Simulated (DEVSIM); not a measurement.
Structure: Cr/SiON/SiO2/p-Si capacitor, at 400 K.

| layer (left to right) | material | thickness (nm) | Na (cm⁻³) |
|---|---|---|---|
| 1 | SiON | 5.20 | - |
| 2 | SiO2 | 1.20 | - |
| 3 | Si | 11000 | 2.6e15 |

Metal gate on the left, work function 4.5 eV. Fixed charge at the semiconductor interface -3.8e11 cm⁻² (in units of +e); no interface traps.

The device is made up for the run: typed textbook-type constants, with dimensions and the other settings drawn at random. Values at 300 K; Nc and Nv go as T^1.5, mobilities as T to minus their exponent, the gap by Varshni's rule with the affinity fixed.

| parameter | SiON | SiO2 | Si |
|---|---|---|---|
| gap (eV) | 7 | 9 | 1.124 |
| affinity (eV) | 1.4 | 0.9 | 4.05 |
| permittivity | 5.5 | 3.9 | 11.7 |
| Nc (cm⁻³) | - | - | 2.86e19 |
| Nv (cm⁻³) | - | - | 3.1e19 |
| Varshni α (eV/K) | - | - | 0.000473 |
| Varshni β (K) | - | - | 636 |

DEVSIM, 1D Poisson equation in equilibrium, Boltzmann statistics, complete ionisation; no quantum confinement or tunnelling. Metal contacts follow the ideal Schottky-Mott rule: no Fermi-level pinning, no interface dipoles.

The temperature was swept, all else fixed.

```
temperature (K)  threshold voltage (band bending 2φF) (V)  minimum of the low-frequency capacitance (μF/cm²)  flat-band voltage (V)
---------------  ----------------------------------------  -------------------------------------------------  ---------------------
250                                                  0.38                                             0.0183                  -0.40
300                                                  0.33                                             0.0205                  -0.35
350                                                  0.28                                             0.0235                  -0.28
400                                                  0.23                                             0.0281                  -0.22
450                                                  0.17                                             0.0357                  -0.16
500                                                  0.12                                             0.0554                  -0.09
```

From the first row to the last the threshold voltage (band bending 2φF) goes from 0.38 to 0.12. From the first row to the last the minimum of the low-frequency capacitance goes from 0.0183 to 0.0554.
